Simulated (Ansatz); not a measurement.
A user runs Ansatz (a first-principles code) on a sheet of Te (2 atoms in the cell) and asks whether the run is sound. The aim is a self-consistent single point with DFT, PBE, plane waves, default PAW files.

Cell that was meant: a = 4.7241 Å, b = 4.7241 Å, c = 14.0000 Å, α = 90.00°, β = 90.00°, γ = 120.00°.

Part of the input:

```yaml
crystal:
  lattice:
    - [2.49986000, 0.00000000, 0.00000000]
    - [-1.24993000, 2.16494200, 0.00000000]
    - [0.00000000, 0.00000000, 7.40848100]
  atoms:
    - { symbol: Te, position: [0.00000000, 0.00000000, 0.50000000] }
    - { symbol: Te, position: [0.66666700, 0.33333300, 0.50000000] }
```

Output (repeated stretches shortened):

```
   [... lines left out ...]
Symmetry: 24 space group operations
Space group: P6/mmm (ITA 191), of the structure as read, at distance tolerance 3.4e-5 Å
k-points: 8 of 49
Initial density: superposition of atomic densities (neutral atoms: chi_scale 0, normalization atom), corrected by the library's trained network
Initial wavefunctions: pseudopotential atomic-orbital guess
Eigensolver: davidson
Functional: x = pbe(κ = 0.804, μ = 0.2195149727645171), c = pbe(β = 0.06672455060314922)
SCF iter   1: F=—  HF=-13777.101065 eV  |F-HF|=—  |Δ(HF+E_count)|=         —  Δρ=2.19e-1  dr2=1.42e1  ethr=1.77e-3  ⟨swp⟩=14.5  Hψ=1504  notcnv=0
all-band conjugate gradients solve this SCF's bands
preconditioner: auto → LDOS
SCF iter   2: F=—  HF=-13771.312941 eV  |F-HF|=—  |Δ(HF+E_count)|=    5.79e0  S|Δr|=    0.00e0  Δρ=1.15e-1  dr2=2.71e0  ethr=1.77e-3  ⟨swp⟩=4.8  Hψ=500  notcnv=0  defer=1
   [... lines left out ...]
SCF iter  12: F=—  HF=-13771.482430 eV  |F-HF|=—  |Δ(HF+E_count)|=   1.29e-5  S|Δr|=    0.00e0  Δρ=3.76e-5  dr2=1.04e-6  ethr=2.10e-8  ⟨swp⟩=2.8  Hψ=202  notcnv=0  defer=1
SCF iter  13: F=—  HF=-13771.482430 eV  |F-HF|=—  |Δ(HF+E_count)|=   4.40e-7  S|Δr|=    0.00e0  Δρ=1.30e-5  dr2=1.14e-7  ethr=3.25e-9  ⟨swp⟩=2.4  Hψ=202  notcnv=0  defer=1
SCF iter  14: F=-13771.482430 eV  HF=-13771.482430 eV  |F-HF|=2.05e-8  |Δ(HF+E_count)|=   1.05e-7  S|Δr|=    0.00e0  Δρ=7.11e-6  dr2=1.06e-8  ethr=3.13e-10  ⟨swp⟩=11.4  Hψ=933  notcnv=0
SCF 1 converged in 14 iterations: F = -13771.482430 eV  dr2 = 1.06e-8
Stability not checked (fill_not_monotonic)
Free energy (F): -13771.482430 eV
Internal energy: -13771.465520 eV  (E = F + TS)
E sigma→0 (E₀):  -13771.476793 eV
Entropy (-TS):   -0.016910 eV (-8.455 meV/atom)
Fermi energy:    17.989352 eV
--- Forces (eV/Å), atoms counted from 1 ---
  atom   1  Te     0.00000000     0.00000000     0.00000000
  atom   2  Te     0.00000000     0.00000000    -0.00000000
--- Stress (GPa, compression-positive) ---
     1949.690207       0.000000      -0.000000
       -0.000000    1949.690207      -0.000000
       -0.000000      -0.000000      -1.892252
  P = ⅓ Tr σ = 1299.1627 GPa (12991.627 kbar)
  The stress holds the Pulay correction. Without it, at fixed plane waves, as pw.x and ABINIT print it: P = 1297.0071 GPa
```

Q: Is this run sound? If not, what is wrong?

A: The run is not sound. The fault is this: lattice multiplied by the bohr radius once too often. 1 bohr is 0.529 Å, so a mix-up scales every length by 1.89 or 0.529 and the volume by 6.75 or 0.148. To fix it, give the lengths in the unit that the key or card expects. The run converged in 14 iterations without an error; against the sound input the free energy goes up by 93.5 eV/atom.

An input that runs soundly differs in these lines (not the only fix; some lines may just follow from the change or write a value another way):
```diff
-    - [2.49986000, 0.00000000, 0.00000000]
-    - [-1.24993000, 2.16494200, 0.00000000]
-    - [0.00000000, 0.00000000, 7.40848100]
+    - [4.72405100, 0.00000000, 0.00000000]
+    - [-2.36202500, 4.09114800, 0.00000000]
+    - [0.00000000, 0.00000000, 14.00000000]
```

With that input, the run converged in 6 iterations: free energy E − TS (on the zero of these files) -13958.4838 eV; Fermi level (on the code's own zero) -1.11 eV; pressure averaged over the cell with its vacuum 2.69 GPa (DFT, PBE, plane waves, default PAW files).

On the sound input: the starting cell was generated: these elements placed on a structure prototype, without a prior relaxation; it need not be a known phase or ordering of this composition. Its lattice was rescaled in the plane by a random factor within 2.5 % of one. Spin-orbit coupling is off.
